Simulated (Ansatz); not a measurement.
Start from Cu in the fcc (Cu type) structure (space group Fm-3m, No. 225; relaxed with 0.1 eV smearing).

```
Cu
1.0
    0.00000     1.78838     1.78838
    1.78838     0.00000     1.78838
    1.78838     1.78838     0.00000
Cu
1
Direct
  0.00000   0.00000   0.00000
```

Cartesian axes are those of the cell as printed.

Level of theory: plane-wave PAW DFT at the r2SCAN level (Ansatz, a first-principles code, 500 eV), no SOC.

Strains are applied to the cell and any free atomic positions relax; under biaxial strain the out-of-plane vector relaxes too.

One change was made to it. Results:

```tsv
quantity	base	after
shortest interatomic distance	2.529 Å	2.522 Å
energy relative to the base (free energy F)	0 meV/atom	+8.9 meV/atom
```

Question: Which of these changes matches the shifts?
A. biaxial strain +0.42 %, plane normal [111], relaxed out of plane
B. biaxial strain +1.25 %, plane normal [111], relaxed out of plane
C. biaxial strain +1.67 %, plane normal [111], relaxed out of plane
D. biaxial strain +2.08 %, plane normal [111], relaxed out of plane

Answer: D, biaxial strain +2.08 %, plane normal [111], relaxed out of plane. For comparison, the energy relative to the base in the other runs: biaxial strain +1.25 %, plane normal [111], relaxed out of plane gives +3.3 meV/atom; biaxial strain +1.67 %, plane normal [111], relaxed out of plane gives +5.8 meV/atom; biaxial strain +0.42 %, plane normal [111], relaxed out of plane gives +0.4 meV/atom.

No phonon test of stability was made. The final runs are not spin-polarised.
